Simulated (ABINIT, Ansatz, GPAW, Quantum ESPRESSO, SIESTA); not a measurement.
HfH₂ (I4/mmm, 3 atoms in the cell) computed with different codes at matched settings

Relaxation of cell and atoms.

```yaml
crystal:
  lattice:
    - [-1.73070, 1.73070, 2.14480]
    - [1.73070, -1.73070, 2.14480]
    - [1.73070, 1.73070, -2.14480]
  atoms:
    - { symbol: Hf, position: [0.00000, 0.00000, 0.00000] }
    - { symbol: H, position: [0.25000, 0.75000, 0.50000] }
    - { symbol: H, position: [0.75000, 0.25000, 0.50000] }
```

Shared settings, as Ansatz (a first-principles code) writes them: kpoints.mp_grid.grid = 9 9 9; scf.occupations.method = gaussian; scf.occupations.width = 0.01 Ry. Potentials and cutoffs stand in the table.

```tsv
code	model	final volume (Å³/atom)	cutoff
Ansatz	PBEsol, PAW files made with PBE	8.47	default
ABINIT	PBEsol, PAW (JTH v2.0 PBE PAW, files made for PBE)	8.47	30 Ha
GPAW	PBEsol, GPAW PAW datasets PBEsol (made by gpaw-setup)	8.52	800 eV
SIESTA	GGA PBEsol, numerical atomic orbitals DZP, PseudoDojo PBEsol standard norm-conserving potentials (rewritten from UPF to PSML)	8.44	grid 400 Ry
Quantum ESPRESSO	PBEsol, PseudoDojo standard norm-conserving (PBESOL) pseudopotentials	8.47	75 Ry
```

On Ansatz's run: spin-orbit coupling is off.

The spread over the programs that give each value: final volume within 0.08 Å³/atom.

SIESTA uses small atom-centred bases, whose incompleteness enters pressures, forces and empty levels differently from a plane-wave cutoff. The programs treat the finite-basis stress differently while the cell relaxes: Ansatz adds an estimate of it, ABINIT smooths its cutoff (ecutsm).

The starting cell comes from a database of computed structures (which also holds hypothetical and non-ambient phases and stackings), without a prior relaxation at this level.

Keys are those of Ansatz 0.2.
